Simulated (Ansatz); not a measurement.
The reference is BaTiO3 (space group P4mm, No. 99; a = 3.985 Å, c = 4.204 Å). Axes: x, y, z lie along a, b, c of the conventional cell.

Computed with PBE (Ansatz, an electronic-structure program; PAW; 420 eV plane waves; no spin-orbit coupling), earlier PAW set.

Base values:

- Gap character = indirect, A → Γ

One thing is altered: compressive biaxial strain of 0.81 % in the plane normal to [001], as in epitaxy on a mismatched substrate; the out-of-plane cell vector and the atoms relax.

Question: Estimate the effect on the ratio −ε⊥/ε∥, energy relative to the base and gap character.

Answer: The ratio −ε⊥/ε∥ amounts to 1.97; the energy goes up by 1.2 meV/atom; the gap character remains indirect, A → Γ.

Stability against distortions was not tested. All final runs are without spin polarisation.
